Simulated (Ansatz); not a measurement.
Terminations of the (100) surface of fcc Ir, measured from the surface 'clean 1x1'. Atoms come from or go to: Au: fcc Au, Co: hcp Co, ferromagnetic, Ir: fcc Ir, Mg: hcp Mg, Nb: bcc Nb, Ni: fcc Ni, ferromagnetic, Os: hcp Os, Rh: fcc Rh, Sn: beta tin, W: bcc W, Zn: hcp Zn. ΔE is the energy of forming the row's surface from that one (negative: more stable at these reservoirs); the vacuum level's shift is aligned on the shared bottom. No zero-point or thermal terms. These are constructed structures in small cells; real faces may alloy, dewet or reconstruct in larger ones, and not all known structures of the face are among them. Slabs of about 10 Å with all that they carry, Fermi-Dirac smearing of 0.1 eV. Bottom of the slabs: a bare face, its two planes held. Relaxed from the named starts with such symmetry as they have, on meshes of like density; energies extrapolated to zero smearing; no spin-orbit coupling, no U. Spin-polarised runs, if any, are marked in brackets, and their order is one that fits the cell; the others ran without spin. A dash marks a value that is undefined for that row (no clear gap, or no work function of a gapped slab) or was not read reliably on its mesh.

These are PBE (plane waves to 420 eV, PAW; Ansatz, an electronic-structure program) values and carry that method's errors.

```
surface                                                                 atoms added per 1x1  ΔE per 1x1 (eV)  shift of the vacuum level (eV)  work function (eV)
----------------------------------------------------------------------  -------------------  ---------------  ------------------------------  ------------------
a layer of Mg in place of the second plane                                     -1 Ir, +1 Mg            -0.49                           -0.08                5.47
a pseudomorphic layer of Rh in the host's stacking                                    +1 Rh            -0.27                           -0.54                4.99
one row in 2 of the top plane missing                                               -0.5 Ir             0.15                           -0.53                5.04
a pseudomorphic layer of Sn in the host's stacking                                    +1 Sn       (withheld)                           -1.67                3.87
a layer of Nb in place of the second plane                                     -1 Ir, +1 Nb            -1.28                           -0.93                4.58
a layer of Au in place of the second plane                                     +1 Au, -1 Ir             1.12                            0.18                5.73
a pseudomorphic layer of Nb in the host's stacking                                    +1 Nb            -0.51                           -0.89                4.66
a layer of Co in place of the second plane [spin, 1.7 μB a cell]               +1 Co, -1 Ir             0.15                           -0.08                5.47
a pseudomorphic layer of Zn in the host's stacking                                    +1 Zn            -1.03                           -1.50                4.04
a pseudomorphic layer of Os in the host's stacking                                    +1 Os       (withheld)                           -0.11                5.44
a layer of W in place of the second plane                                       -1 Ir, +1 W            -0.84                           -0.80                4.68
a layer of Ni in place of the second plane [spin start, no net moment]         -1 Ir, +1 Ni       (withheld)                            0.04                5.59
```

**Question.** What belongs in the gaps?

**Answer.** 
- a pseudomorphic layer of Sn in the host's stacking, ΔE per 1x1 (eV): -0.53
- a pseudomorphic layer of Os in the host's stacking, ΔE per 1x1 (eV): 0.58
- a layer of Ni in place of the second plane [spin start, no net moment], ΔE per 1x1 (eV): 0.20
